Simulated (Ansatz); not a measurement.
# What Ta on a V site, symmetric start does to VN

Consider a 16-atom supercell of VN in the rock salt structure (space group Fm-3m, No. 225; a = 4.073 Å) at its relaxed geometry.

It is then changed as follows: one V atom is replaced by Ta, atoms relaxed at fixed cell.

The values are results of Ansatz (a first-principles code), PBEsol, PAW, cutoff 420 eV, scalar-relativistic without spin-orbit coupling, not measurements. Settings: 7×7×7 k-points, 0.05 eV Fermi–Dirac smearing.

| quantity | base | changed | shift |
|---|---|---|---|
| pressure | 0.1 GPa | 12.8 GPa | +12.77 GPa |
| largest displacement of a host atom from its site in the perfect cell | – | 0.04 Å | – |
| mean distance from the defect site to its nearest host atoms | 2.04 Å | 2.08 Å | +0.04 Å |

Final structure:

```yaml
crystal:
  lattice:
    - [0.00000, 4.07315, 4.07315]
    - [4.07315, 0.00000, 4.07315]
    - [4.07315, 4.07315, 0.00000]
  atoms:
    - { symbol: N, position: [0.00000, 0.00000, 0.00000] }
    - { symbol: N, position: [0.99448, 0.99448, 0.50552] }
    - { symbol: N, position: [0.99448, 0.50552, 0.99448] }
    - { symbol: N, position: [0.99448, 0.50552, 0.50552] }
    - { symbol: N, position: [0.50552, 0.99448, 0.99448] }
    - { symbol: N, position: [0.50552, 0.99448, 0.50552] }
    - { symbol: N, position: [0.50552, 0.50552, 0.99448] }
    - { symbol: N, position: [0.50000, 0.50000, 0.50000] }
    - { symbol: Ta, position: [0.25000, 0.25000, 0.25000] }
    - { symbol: V, position: [0.25000, 0.25000, 0.75000] }
    - { symbol: V, position: [0.25000, 0.75000, 0.25000] }
    - { symbol: V, position: [0.25000, 0.75000, 0.75000] }
    - { symbol: V, position: [0.75000, 0.25000, 0.25000] }
    - { symbol: V, position: [0.75000, 0.25000, 0.75000] }
    - { symbol: V, position: [0.75000, 0.75000, 0.25000] }
    - { symbol: V, position: [0.75000, 0.75000, 0.75000] }
```

Cost of the whole job for the changed cell (relaxation, final SCF and bands): roughly 4 core-minutes.

The magnetic state is the one reached from the starting moments; the real material's order can differ, and small cells can't hold many antiferromagnetic ones. In so small a cell the defect repeats every few ångströms: this is an ordered compound, not a dilute defect. The defect started on the symmetric site and kept its symmetry, so it may sit on a saddle. Seeded moments were not kept for Ta on a V site and the base. Spin-polarised in the final run: Ta on a V site; the other runs are not. The defect cell is spin-polarised and ends with 0.0 μB.
